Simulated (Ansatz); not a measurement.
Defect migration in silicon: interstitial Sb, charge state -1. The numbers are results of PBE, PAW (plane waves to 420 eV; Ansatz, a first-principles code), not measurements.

Settings: 216 host sites, the relaxed PBE lattice, one k-point at (0.250, 0.250, 0.250), smearing 0.01 eV, spin-restricted, no image-charge correction. Energies are static. Spin-orbit coupling is left out. The charge state is imposed; whether it is stable for some Fermi level was not computed. Sites that were not tried may lie lower. The order of the sites in energy changes with the mesh.

Barriers: single points on a 2×2×2 k-point mesh shifted by half a step at the bands' geometries (they differ from the bands' own by up to 0.13 eV, and are uncertain by about as much).

Relaxed starting cell (atoms counted from 1):

```xyz
217
Lattice="16.4100 0.0000 0.0000 0.0000 16.4100 0.0000 0.0000 0.0000 16.4100" Properties=species:S:1:pos:R:3 pbc="T T T"
Si    -0.9398    -0.9641     2.0323
Si     0.0019     0.0021     8.2325
Si     0.0021     0.0026    13.6712
Si     0.0146     5.4716     2.7378
Si     0.0042     5.5108     8.2455
Si     0.0021     5.4974    13.6530
Si    -0.0093    10.9393     2.7324
Si    -0.0031    10.9371     8.2130
Si    -0.0063    10.8992    13.6361
Si     5.4725     0.0140     2.7392
Si     5.5095     0.0052     8.2453
Si     5.4911     0.0016    13.6585
Si     5.5355     5.5367     2.7292
Si     5.4789     5.4791     8.2129
Si     5.4694     5.4692    13.6860
Si     5.4618    10.9500     2.7309
Si     5.4718    10.9482     8.2098
Si     5.4659    10.9451    13.6769
Si    10.9375    -0.0084     2.7328
Si    10.9374    -0.0031     8.2128
Si    10.9031    -0.0054    13.6403
Si    10.9494     5.4638     2.7310
Si    10.9483     5.4719     8.2095
Si    10.9446     5.4659    13.6771
Si    10.9060    10.9058     2.7264
Si    10.9378    10.9384     8.2042
Si    10.9401    10.9408    13.6778
Si     1.3833     4.0973     1.3912
Si     1.3839     4.1653     6.9058
Si     1.3746     4.1083    12.3172
Si     1.3660     9.5783     1.3668
Si     1.3691     9.5755     6.8473
Si     1.3710     9.5553    12.2906
Si     1.3641    14.8939     1.2696
Si     1.3624    15.0397     6.8746
Si     1.3696    15.0429    12.3113
Si     6.8452     4.1069     1.3697
Si     6.8639     4.1152     6.8575
Si     6.8425     4.1086    12.3192
Si     6.8340     9.5778     1.3687
Si     6.8423     9.5837     6.8445
Si     6.8381     9.5775    12.3145
Si     6.8306    15.0476     1.3698
Si     6.8382    15.0480     6.8415
Si     6.8496    15.0475    12.2997
Si    12.3201     4.0906     1.3661
Si    12.3148     4.1017     6.8433
Si    12.3092     4.1044    12.3037
Si    12.3049     9.5639     1.3669
Si    12.3100     9.5673     6.8459
Si    12.3089     9.5724    12.3119
Si    12.3065    15.0210     1.3876
Si    12.3012    15.0433     6.8534
Si    12.2965    15.0390    12.3008
Si    -0.0278     2.7672    -0.0320
Si    -0.0219     2.8164     5.5919
Si     0.0030     2.7415    10.9502
Si     0.0015     8.2026    -0.0001
Si     0.0018     8.2091     5.4747
Si    -0.0043     8.2124    10.9316
Si    -0.0218    13.5838    -0.0908
Si     0.0065    13.6583     5.5011
Si    -0.0002    13.6723    10.9456
Si     5.4727     2.7306     0.0048
Si     5.5035     2.7475     5.4972
Si     5.4763     2.7406    10.9521
Si     5.4696     8.2085    -0.0023
Si     5.4777     8.2208     5.4727
Si     5.4716     8.2095    10.9462
Si     5.4633    13.6836    -0.0068
Si     5.4601    13.6842     5.4701
Si     5.4739    13.6768    10.9434
Si    10.9432     2.7285    -0.0093
Si    10.9432     2.7320     5.4784
Si    10.9402     2.7339    10.9437
Si    10.9397     8.2007    -0.0041
Si    10.9458     8.2032     5.4694
Si    10.9419     8.2043    10.9432
Si    10.9325    13.6738     0.0036
Si    10.9318    13.6704     5.4794
Si    10.9331    13.6713    10.9334
Si     1.6784     1.6763     4.4979
Si     1.3752     1.3758     9.5871
Si     1.3654     1.3705    15.0472
Si     1.3745     6.8458     4.1091
Si     1.3793     6.8588     9.5956
Si     1.3724     6.8427    15.0397
Si     1.3542    12.2998     4.1117
Si     1.3677    12.3051     9.5790
Si     1.3766    12.2503    14.9658
Si     6.8458     1.3750     4.1100
Si     6.8586     1.3794     9.5964
Si     6.8403     1.3725    15.0412
Si     6.8752     6.8757     4.1120
Si     6.8448     6.8449     9.5817
Si     6.8395     6.8393    15.0483
Si     6.8307    12.3145     4.1037
Si     6.8386    12.3140     9.5775
Si     6.8324    12.3112    15.0456
Si    12.2992     1.3555     4.1109
Si    12.3050     1.3678     9.5788
Si    12.2570     1.3733    14.9750
Si    12.3150     6.8311     4.1038
Si    12.3136     6.8385     9.5776
Si    12.3097     6.8341    15.0452
Si    12.2359    12.2354     4.1261
Si    12.3046    12.3053     9.5710
Si    12.3070    12.3073    15.0472
Si     2.7509    -0.0228    -0.0171
Si     2.8169    -0.0270     5.5904
Si     2.7410     0.0038    10.9505
Si     2.7299     5.4746     0.0033
Si     2.7471     5.5041     5.4971
Si     2.7404     5.4764    10.9514
Si     2.7294    10.9426    -0.0098
Si     2.7314    10.9426     5.4784
Si     2.7342    10.9410    10.9439
Si     8.2020     0.0018     0.0005
Si     8.2089     0.0018     5.4756
Si     8.2113    -0.0043    10.9348
Si     8.2088     5.4695    -0.0022
Si     8.2202     5.4777     5.4726
Si     8.2094     5.4716    10.9461
Si     8.1989    10.9403    -0.0038
Si     8.2035    10.9457     5.4691
Si     8.2041    10.9422    10.9433
Si    13.5946    -0.0316    -0.0792
Si    13.6604     0.0067     5.4980
Si    13.6719    -0.0002    10.9455
Si    13.6819     5.4648    -0.0075
Si    13.6852     5.4591     5.4687
Si    13.6760     5.4738    10.9437
Si    13.6750    10.9345     0.0041
Si    13.6699    10.9309     5.4801
Si    13.6705    10.9335    10.9328
Si     4.2309     4.2312     4.1642
Si     4.1157     4.1156     9.5882
Si     4.1030     4.1037    15.0529
Si     4.1019     9.5823     4.1054
Si     4.1083     9.5839     9.5815
Si     4.1042     9.5764    15.0449
Si     4.0971    15.0608     4.0983
Si     4.1104    15.0500     9.5825
Si     4.1294    15.0470    15.0047
Si     9.5825     4.1023     4.1054
Si     9.5836     4.1084     9.5811
Si     9.5770     4.1033    15.0452
Si     9.5634     9.5630     4.1059
Si     9.5752     9.5754     9.5786
Si     9.5720     9.5732    15.0450
Si     9.5720    15.0406     4.1063
Si     9.5702    15.0438     9.5695
Si     9.5674    15.0432    15.0419
Si    15.0649     4.0947     4.0982
Si    15.0492     4.1108     9.5821
Si    15.0432     4.1384    14.9936
Si    15.0406     9.5723     4.1057
Si    15.0431     9.5708     9.5683
Si    15.0429     9.5677    15.0417
Si    14.9402    14.9360     4.2017
Si    15.0390    15.0390     9.5831
Si    15.0373    15.0312    15.0126
Si     2.9001     2.8991     2.8116
Si     2.7465     2.7473     8.2289
Si     2.7318     2.7331    13.6878
Si     2.7362     8.2123     2.7364
Si     2.7398     8.2203     8.2203
Si     2.7352     8.2089    13.6770
Si     2.7176    13.6688     2.7587
Si     2.7386    13.6743     8.2228
Si     2.7420    13.6704    13.6626
Si     8.2112     2.7373     2.7368
Si     8.2198     2.7397     8.2204
Si     8.2082     2.7346    13.6782
Si     8.2164     8.2175     2.7298
Si     8.2091     8.2094     8.2085
Si     8.2049     8.2049    13.6779
Si     8.1999    13.6782     2.7353
Si     8.2004    13.6749     8.2068
Si     8.2004    13.6761    13.6769
Si    13.6673     2.7210     2.7588
Si    13.6744     2.7383     8.2220
Si    13.6681     2.7405    13.6624
Si    13.6783     8.2001     2.7349
Si    13.6743     8.2002     8.2065
Si    13.6752     8.2017    13.6766
Si    13.5891    13.5898     2.7897
Si    13.6732    13.6738     8.2106
Si    13.6666    13.6663    13.6593
Si     4.0977     1.3837     1.3934
Si     4.1630     1.3842     6.9046
Si     4.1075     1.3754    12.3182
Si     4.1059     6.8463     1.3691
Si     4.1151     6.8645     6.8574
Si     4.1088     6.8421    12.3190
Si     4.0891    12.3228     1.3659
Si     4.1012    12.3143     6.8437
Si     4.1051    12.3108    12.3039
Si     9.5774     1.3671     1.3672
Si     9.5758     1.3694     6.8476
Si     9.5571     1.3704    12.2935
Si     9.5773     6.8357     1.3686
Si     9.5833     6.8422     6.8446
Si     9.5773     6.8382    12.3143
Si     9.5632    12.3043     1.3673
Si     9.5675    12.3108     6.8454
Si     9.5716    12.3098    12.3123
Si    14.8972     1.3796     1.2628
Si    15.0410     1.3626     6.8735
Si    15.0424     1.3699    12.3111
Si    15.0479     6.8309     1.3691
Si    15.0474     6.8385     6.8407
Si    15.0463     6.8537    12.2964
Si    15.0242    12.3113     1.3850
Si    15.0423    12.3001     6.8549
Si    15.0389    12.2964    12.3000
Sb     0.9156     0.9561     2.2572
```
Cell charge -1.

End state 1 differs by these moves (Å; atoms that move under 0.08 Å are left out):

| atom | element | Δx | Δy | Δz |
|---|---|---|---|---|
| 1 | Si | 0.63 | 0.57 | 0.40 |
| 82 | Si | 0.63 | 0.40 | 0.57 |
| 163 | Si | -0.02 | -0.05 | -0.08 |
| 208 | Si | -0.02 | -0.08 | -0.05 |
| 217 | Sb | -0.46 | 0.89 | 0.89 |

**Question.** Estimate the forward and backward barriers to end state 1 that PBE, PAW returns for this input.

**Answer.** forward 0.13 eV, backward 0.13 eV; at the saddle point atom 217 has neighbours 2 Si at 2.51, 2 Si at 2.71, 2 Si at 3.01 Å. The saddle point's order was not checked, and it lies on a symmetry element of the cell, where a band can be held.

End state 2 differs by these moves (Å; atoms that move under 0.08 Å are left out):

| atom | element | Δx | Δy | Δz |
|---|---|---|---|---|
| 1 | Si | 0.66 | 0.76 | 0.45 |
| 11 | Si | 0.08 | -0.04 | 0.06 |
| 13 | Si | -0.10 | -0.10 | 0.04 |
| 28 | Si | -0.05 | 0.11 | -0.14 |
| 29 | Si | -0.08 | 0.04 | 0.04 |
| 35 | Si | -0.02 | -0.06 | 0.07 |
| 56 | Si | -0.07 | 0.00 | 0.05 |
| 64 | Si | 0.11 | 0.03 | -0.11 |
| 82 | Si | 0.39 | 0.43 | 0.85 |
| 93 | Si | 0.07 | -0.01 | -0.06 |
| 106 | Si | 0.06 | 0.06 | -0.03 |
| 110 | Si | 0.03 | -0.06 | 0.21 |
| 112 | Si | 0.02 | 0.05 | -0.06 |
| 136 | Si | -0.20 | -0.19 | 0.01 |
| 160 | Si | 0.05 | 0.07 | -0.06 |
| 163 | Si | 0.03 | 0.08 | -0.43 |
| 187 | Si | 0.07 | 0.06 | -0.06 |
| 190 | Si | 0.13 | 0.01 | -0.18 |
| 191 | Si | 0.07 | -0.04 | 0.09 |
| 217 | Sb | 1.02 | -0.18 | 0.91 |

**Question.** Give the forward and backward barriers to end state 2 at the level PBE, PAW.

**Answer.** forward 0.13 eV, backward 0.13 eV; at the saddle point atom 217 has neighbours 2 Si at 2.50, 2 Si at 2.71, 2 Si at 3.01 Å. The saddle point's order was not checked, and it lies on a symmetry element of the cell, where a band can be held.
